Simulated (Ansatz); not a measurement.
# CaZrN2 (model structure, started from the beta NaFeO2 type, Pna2₁, No. 33, 16 atoms in the cell)

Level of theory: PBE0 in Ansatz (PAW).

Settings: plane-wave cutoff 460 eV, 4×4×4 k mesh, Fermi–Dirac smearing 0.01 eV, scalar-relativistic PAW data made under PBE.

Cell (relaxed with PBEsol):

CaZrN$_{2}$ has the orthorhombic space group Pna2₁ (No. 33), Pearson symbol oP16. Conventional cell: a = 6.493 Å, b = 8.065 Å, c = 4.661 Å, α = 90.00°, β = 90.00°, γ = 90.00°. Ca on 4a has 5 N at 2.337–2.494 Å. Zr on 4a sees 3 N at 2.086–2.117 Å and 1 N at 2.233 Å and 1 N at 2.438 Å (trigonal bipyramidal). N1 on 4a has 1 Zr at 2.086 Å and 1 Zr at 2.233 Å and 1 Zr at 2.438 Å and 2 Ca at 2.346–2.382 Å. N2 on 4a is coordinated by 2 Zr at 2.106–2.117 Å and 2 Ca at 2.337–2.375 Å and 1 Ca at 2.494 Å. (Neighbours: up to the widest gap in distance over summed covalent radii, below 1.35, at either atom; cation-cation and far metal-metal contacts left out.)

- band gap: 2.83 eV (on the SCF k mesh)

Note: the relaxation could raise the start's symmetry but not lower it, so the cell can be a saddle point; cell and atoms aren't relaxed at this level (largest force component 0.18 eV/Å, pressure 1.7 GPa).

Spin–orbit coupling is not included.

The computed numbers hold no vibrational or temperature effects.

A model structure was made by putting elements into a prototype or built by hand; it is no filed structure, need not be a known phase, and can be a saddle point held by its symmetry.

Ansatz is a quantum-chemistry and plane-wave program.
